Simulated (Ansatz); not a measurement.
Pressure series in Ca

Base system: Ca in the simple cubic structure (space group Pm-3m, No. 221; a = 3.460 Å; a cell from a computed database, its experimental status unchecked).

Cell and atoms are relaxed at each pressure.

Calculations: PBEsol (Ansatz, an electronic-structure program, PAW, spin-orbit coupling left out).

| pressure (GPa) | volume per atom (Å³/atom) |
|---|---|
| -2 | 53.944 |
| -1 | 45.751 |
| 0 | 41.408 |
| 0.3 | 40.400 |
| 0.7 | ? |
| 1.5 | 37.151 |
| 3 | 34.161 |
| 7.5 | 28.498 |
| 10 | 26.544 |

Q: Fit the third-order Birch–Murnaghan form P(V) = (3B₀/2)[(V₀/V)^(7/3) − (V₀/V)^(5/3)]·[1 + (3/4)(B₀′ − 4)((V₀/V)^(2/3) − 1)] (squares taken in P) to the rows shown and predict the withheld row.

A: Least squares on the printed values gives V₀ = 41.373 Å³/atom, B₀ = 11.6 GPa, B₀′ = 3.2; this predicts 39.141 Å³/atom, and the run gives 39.170 Å³/atom, 0.029 higher.

Load acts through the strain it causes; cell and atoms are relaxed under it. Stability against distortions was not tested. Competing high-pressure phases were not computed. This is not the structure that Ca has at room temperature and ambient pressure.
